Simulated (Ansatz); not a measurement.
Consider this model of amorphous Zr₂₀O₄₃Mo.

```xyz
64
Lattice="9.3241 0.2297 -0.3125 0.2297 9.1915 -0.2352 -0.3125 -0.2352 9.6798" Properties=species:S:1:pos:R:3 pbc="T T T"
Zr     0.4243     7.0736     7.5117
Zr     7.5259     9.0780     1.5680
Zr     3.5241     6.5223     6.6512
Zr     3.7020     1.7239     1.9086
Zr     3.8694     5.1668     2.6371
Zr     4.5079     4.0258     9.1909
Zr     4.4895     7.9810     0.1063
Zr     1.8592     3.6939     6.3358
Zr     1.6061     7.4875     1.5388
Zr     4.8115     2.6991     5.2237
Zr     5.2183     8.2653     4.5346
Zr     5.7681     1.1405     8.2117
Zr     0.2567     6.2327     4.1990
Zr     7.5882     3.8545     7.0006
Zr     2.0287     0.5677     4.6833
Zr     7.6034     5.5899     1.2503
Zr     6.5954     6.7975     7.8649
Zr     9.2879     3.1768     2.9725
Zr     1.4038     4.3035    -0.0418
Zr     7.8403     0.8112     5.0560
O      2.4549     7.3085     8.1672
O      5.4177     3.1244     7.4209
O      1.8447     5.7752     2.9072
O      8.0562     5.8549     6.6896
O      3.7149     4.5544     5.5852
O      4.5017     3.2449     3.2563
O      0.9445     2.1583     0.0333
O      8.0636     5.0942     3.1943
O      5.2579     0.2518     1.5802
O      5.5565     6.9322     6.0617
O      2.9717     9.0945     1.0074
O      3.0865     3.7517     1.0857
O      0.2894     3.5904     7.7450
O      4.0070     0.8270     3.9171
O      7.3790     1.3201     0.1323
O      0.2143     8.9360     0.8176
O      3.3144     8.2377     5.4729
O      8.7517     7.2399     2.0160
O      1.4247     8.2503     3.4175
O      7.9497     8.2882     7.8908
O      7.8076     1.7678     7.5310
O      0.3463     1.5684     5.3351
O      0.7390     4.1419     4.7220
O      2.6878     4.2570     8.2129
O      5.6379     4.8805     1.3225
O      1.5062     6.0043     6.0958
O      0.6403    -0.0677     8.0028
O      4.6768     6.0082     8.3708
O      6.7169     7.3873     0.4093
O      1.7762     1.9617     2.9883
O      0.7429     6.2357    -0.1497
O      5.8306     0.7680     5.9928
O      8.0173     1.5610     3.0079
O      4.7607     2.2206    -0.0938
O      9.0400     8.1333     5.2373
O      9.1982     4.1813     1.1141
O      7.0074     8.7227     3.5739
O      5.1056     8.5536     8.1257
O      2.9782     2.0475     6.0342
O      6.9365     4.7620     8.8094
O      6.9233     3.0519     5.2413
O      3.3848     6.4587     0.9836
O      4.7898     6.7467     3.3404
Mo     8.8847     0.8569     8.9220
```

Calculation: PBE, scalar-relativistic without spin-orbit coupling (plane waves to 420 eV, PAW; Ansatz, a first-principles code).

Preparation: random packing, a CHGNet melt and quench, and a DFT relaxation. O atoms were pushed apart under 1.9 Å during the dynamics, to hinder bonds among them. The hot cell started wider than the set density and was brought back towards it in steps. It is the lowest in DFT energy of 2 quenches. It is a model cell: composition and starting density were chosen by hand, and all elements were melted together. No dispersion term was used. Its density started from a set value of 5.23 and ended at 5.23 g/cm³. Cooling (nominally 300 K/ps over its main leg) ran many orders faster than in experiment, which tends to leave more defects and strain. Values belong to this one cell and scatter from quench to quench. The volume was held where the preparation left it and the shape relaxed, at a PBE pressure of -2.3 GPa (tension). Stress components on the final sampling reach 2.4 GPa.

Cut-offs for bonds: Zr-Zr 3.41 Å, Zr-O 2.64 Å, Zr-Mo 3.22 Å, O-O 1.58 Å, O-Mo 2.42 Å, Mo-Mo 3.04 Å. Two cations that share two anions don't count as bonded, nor two that share one unless they lie closer than Zr-Zr 3.32 Å, Zr-Mo 3.14 Å, Mo-Mo 2.95 Å.

Q: Give the coordination numbers, mean bond lengths and angles.

A: 
The mean coordination of Zr by anions is 6.45 (11 with 6, 9 with 7) and the mean coordination of O comes out as 3.14 (3 with 2, 31 with 3, 9 with 4). The mean coordination of Mo by anions is 6.00 (1 with 6). The mean Zr-O bond comes out as 2.171 Å (spread 0.110 Å, 129 counted) and the mean O-Mo bond is 1.946 Å (spread 0.172 Å, 6 counted). The bond angle at Zr is mean 102.1°, spread 29.2° and the bond angle at O comes out as mean 113.7°, spread 16.5°. The bond angle at Mo is mean 103.3°, spread 30.0°.

Q: List the pairs of like atoms that count as bonded by the rules above.

A: There are none by these rules.
